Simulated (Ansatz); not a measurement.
The starting structures come from a database of crystals and need not be the phases stable at ambient conditions.

The decay constant κ of evanescent states in the gap governs leakage through a thin film.

```xyz
12
Lattice="6.3623 0.0000 0.0000 -2.5487 5.8295 0.0000 0.0000 0.0000 6.0177" Properties=species:S:1:pos:R:3 pbc="T T T"
K      2.8235     1.1459     1.5933
K      0.9901     4.6836     4.6021
K     -0.0811     3.0461     1.5933
K      3.8947     2.7834     4.6021
Pb     0.3826     0.5849     4.3999
Pb     3.4310     5.2446     1.3910
O     -1.2380     5.2392     5.9886
O      5.0516     0.5902     2.9797
O      5.2964     0.9645     5.9886
O     -1.4828     4.8650     2.9797
O      2.3754     3.6311     0.7464
O      1.4382     2.1984     3.7553
```

Space group of this cell: Cmc2_1. The cell is taken as given.

Transport runs along the normal of the first two printed cell vectors.

No gap correction and no spin-orbit coupling; mid-gap values are interpolated between computed energies.

Task: Compute, with PBEsol (Ansatz, a first-principles code), the band gap and the smallest decay constant κ at mid-gap.

Result: Gap 1.37 eV on a 6×6×6 mesh; κ = 0.193 1/Å, at the zone centre.
